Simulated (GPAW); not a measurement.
# Parameter sweep on CO2 (Pa-3, 12 atoms in the cell)

```xyz
12
Lattice="5.4954 0.0000 0.0000 0.0000 5.4954 0.0000 0.0000 0.0000 5.4954" Properties=species:S:1:pos:R:3 pbc="T T T"
C      0.0000     0.0000     0.0000
C      2.7477     0.0000     2.7477
C      2.7477     2.7477     0.0000
C      0.0000     2.7477     2.7477
O      0.6734     0.6734     0.6734
O      4.8220     4.8220     4.8220
O      2.0743     4.8220     3.4211
O      3.4211     0.6734     2.0743
O      3.4211     2.0743     4.8220
O      2.0743     3.4211     0.6734
O      4.8220     3.4211     2.0743
O      0.6734     2.0743     3.4211
```

Base run A: PBE, GPAW PAW datasets PBE (gpaw-data 1.0.1) (GPAW 25.7.0), self-consistent single point.

Its settings: mode = pw; ecut = 900 eV; xc = PBE; kpts = 3 3 3; mesh shift (steps) = 0 0 0; occupations.name = methfessel-paxton; occupations.width = 0.01 eV; occupations.order = 0; nbands = -8; convergence.density = 1e-05 e/electron; convergence.bands = -6; symmetry.symmorphic = false; symmetry.tolerance = 0.0005; maxiter = 100.

The starting cell comes from a database of computed structures (which also holds hypothetical and non-ambient phases and stackings), without a prior relaxation at this level. Its lattice was rescaled by a random factor within 2.5 % of one.

ΔF is the free energy per atom less that of run A. A dash stands where there is no value to compare (another energy zero or no entropy term, no result, no spin, no clean gap, or a mesh too coarse for one). 

Runs:
- B: convergence.density: 1e-05 e/electron → 0.002 e/electron; convergence.energy: default → 0.002 eV/electron; convergence.eigenstates: default → 2e-07
- C: convergence.density: 1e-05 e/electron → 0.0007 e/electron; convergence.energy: default → 0.0002 eV/electron; convergence.eigenstates: default → 2e-08
- D: convergence.density: 1e-05 e/electron → 0.0002 e/electron; convergence.energy: default → 2e-05 eV/electron; convergence.eigenstates: default → 2e-09
- E: convergence.density: 1e-05 e/electron → 7e-05 e/electron; convergence.energy: default → 2e-06 eV/electron; convergence.eigenstates: default → 2e-10
- F: convergence.density: 1e-05 e/electron → 2e-05 e/electron; convergence.energy: default → 2e-07 eV/electron; convergence.eigenstates: default → 2e-11
- G: convergence.density: 1e-05 e/electron → 7e-06 e/electron; convergence.energy: default → 2e-08 eV/electron; convergence.eigenstates: default → 2e-12
- H: convergence.density: 1e-05 e/electron → 7e-07 e/electron; convergence.energy: default → 2e-10 eV/electron; convergence.eigenstates: default → 2e-14
- I: convergence.density: 1e-05 e/electron → 7e-08 e/electron; convergence.energy: default → 2e-12 eV/electron; convergence.eigenstates: default → 2e-16
- J: convergence.density: 1e-05 e/electron → 7e-09 e/electron; convergence.energy: default → 2e-14 eV/electron; convergence.eigenstates: default → 2e-18

| run | ΔF (meV/atom) | largest force (eV/Å) | gap on the mesh (eV) | ending |
|---|---|---|---|---|
| A | 0.00 | 0.320 | 6.898 | converged |
| B | 0.00 | 0.320 | 6.898 | converged |
| C | 0.00 | 0.320 | 6.898 | converged |
| D | 0.00 | 0.320 | 6.898 | converged |
| E | 0.00 | 0.320 | 6.898 | converged |
| F | – | – | – | not converged |
| G | – | – | – | not converged |
| H | – | – | – | not converged |
| I | – | – | – | not converged |
| J | – | – | – | not converged |

Run G against A: The run ended unconverged after 100 iterations.

Run I against A: The run ended unconverged after 100 iterations.
